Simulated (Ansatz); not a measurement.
# Several settings converged on FeSb (P3m1, 4 atoms in the cell)

```yaml
crystal:
  lattice:
    - [3.99474, 0.00000, 0.00000]
    - [-1.99737, 3.45954, 0.00000]
    - [0.00000, 0.00000, 4.99466]
  atoms:
    - { symbol: Fe, position: [0.00000, 0.00000, 0.01001], spin: 4.0 }
    - { symbol: Fe, position: [0.00000, 0.00000, 0.50000], spin: 4.0 }
    - { symbol: Sb, position: [0.66667, 0.33333, 0.25000] }
    - { symbol: Sb, position: [0.33333, 0.66667, 0.75000] }
```
(The spins are starting values, not results.)

Base method: LDA (PW92), default PAW files made with PBE (plane waves; Ansatz, a program for electronic structure).

Base settings: basis.ecutwfc = 420 eV; kpoints.mp_grid.grid = 5 5 3; hamiltonian.xc = lda; hamiltonian.pseudopotentials = {kind: paw} (the program's default PAW files); magnetization.spin_polarized = true; scf.occupations.method = fermi_dirac; scf.occupations.width = 0.1 eV.

The count of work is k-points × plane waves × bands × iterations; it is no time. Core times come from one kind of shared machine, to one figure; runs under 30 s give none.

**The cutoff for other potential files**

Level: DFT, LDA (PW92), plane waves, harder PAW files (source: ansatz) made with PBE.

In this ladder: hamiltonian.pseudopotentials = {kind: paw, source: ansatz}.

The second cell is the first with its lattice scaled by 0.98.

The mesh stays at the base's, so the ladder's end is converged at best in this setting alone.

The first pressure column holds Ansatz's estimate of the finite-basis (Pulay) stress, which hides part of the cutoff error; the other is without it.

Only quantities that move along the ladder and can be compared are tabulated.

```tsv
basis.ecutwfc	free energy less the last step's (meV/atom)	energy of the compressed cell less the first (meV/atom)	pressure (GPa)	pressure without the Pulay estimate (GPa)	largest difference of a force vector from the last step's (eV/Å)	count of work / last	core time / last (rough)
380 eV	3223.61	-107.96	-15.15	-134.27	0.376	0.084	–
465 eV	793.55	-25.97	-8.94	-46.47	0.019	0.13	–
590 eV	91.13	-27.02	-7.90	-14.06	0.014	0.20	–
715 eV	7.13	-27.04	-7.67	-8.39	0.001	0.27	–
845 eV	0.33	-27.03	-7.66	-7.70	0.000	0.38	0.4
1015 eV	0.06	-27.02	-7.66	-7.66	0.000	0.47	0.5
1265 eV	0.04	-27.02	-7.66	-7.66	0.000	0.65	0.7
1690 eV	0.00	-27.02	-7.66	-7.66	0.000	1.0	1
```

Coarsest basis.ecutwfc that holds the forces within 0.01 eV/Å of the last step, with all finer ones: 715 eV, at 0.27 of the last step's count of work; the step before is off by 0.014 eV/Å.

Coarsest basis.ecutwfc that holds the pressure within 0.1 GPa of the last step, with all finer ones: 715 eV, at 0.27 of the last step's count of work; the step before is off by 0.24 GPa.

Coarsest basis.ecutwfc that holds the free energy within 0.5 meV/atom of the last step, with all finer ones: 845 eV, at 0.38 of the last step's count of work and about 0.4 of the last step's time; the step before is off by 7.1 meV/atom.

The energy difference between the two cells stays within 1 meV/atom of the last step's from 590 eV on, the total only from 845 eV on: much of the error is common to both cells and cancels.

At the lowest cutoff the pressure without the Pulay estimate lies 127 GPa under the last step's, the usual sign of Pulay stress in an incomplete plane-wave basis.

**The relaxed cell against the cutoff**

On FeSb (P6_3/mmc, 4 atoms in the cell): atoms on their sites.

In this ladder: relax = cell and atoms.

The mesh stays at the base's, so the ladder's end is converged at best in this setting alone.

Only quantities that move along the ladder and can be compared are tabulated.

```csv
basis.ecutwfc,relaxed volume (Å³/atom),relaxation steps
295 eV,16.412,28
355 eV,16.206,9
420 eV,16.185,5
505 eV,16.181,5
630 eV,16.180,5
840 eV,16.179,5
```

Coarsest basis.ecutwfc that holds the relaxed volume within 0.032 Å³/atom of the last step, with all finer ones: 355 eV; the step before is off by 0.23 Å³/atom.

At the lowest cutoff the cell relaxes to a volume 1.4 % larger than at the highest. Ansatz relaxes on a stress corrected for the finite basis.

On the base run: the starting cell comes from a database of computed structures (which also holds hypothetical and non-ambient phases and stackings), without a prior relaxation at this level. Its lattice was rescaled by up to half a per cent. One atom was moved a little off its site on purpose. The magnetic order is the one reached from the typed start; others were not searched systematically. Without a gap this mesh is coarse (it stands for a supercell whose shortest vector is 15 Å).

Left out of this page: 2 runs of the series failed or unconverged.

Keys are those of Ansatz 0.2.
